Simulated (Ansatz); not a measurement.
## H2O on the 1x1 (110) surface of 3C silicon carbide (cut with top plane C + Si), one in a 2x2 cell, started at the site 'over Si at depth 1.5 Å'

Host crystal: 3C silicon carbide, with a band gap (PBE, scalar-relativistic without spin-orbit coupling).

The numbers are results of r2SCAN, at the PBE geometry (plane waves to 500 eV, PAW; Ansatz, a quantum-chemistry and plane-wave program), not measurements.

Set-up: 51 atoms, 7.7 Å thick at the start under the adsorbate (thin: gaps and levels are the slab's own); mesh 3x3x1; 0.01 eV smearing; dipole correction on; single point; no symmetry held, on the structure that PBE left; no spin, no spin-orbit, no U, no dispersion correction. At the end it is bonded to C + Si. In PBE it is, or lies within 0.03 eV of, the lowest of the starts that converged; the order may differ at this level.

| Property | Result |
|---|---|
| energy of the end state, in which the adsorbate came apart, against H2O(g) at the same level | -3.09 eV |
| change of the step from the bottom to the top vacuum level, against the clean slab | -0.70 eV |
| height of the binding atom over the mean of the host atoms within 0.3 Å of the top one | 1.477 Å |
| note | in the relaxation the adsorbate left its starting site by 2.0 Å |
| cost | roughly 3 core-minutes |

A negative adsorption energy means that the adsorbate is more stable on the surface than in its reference.
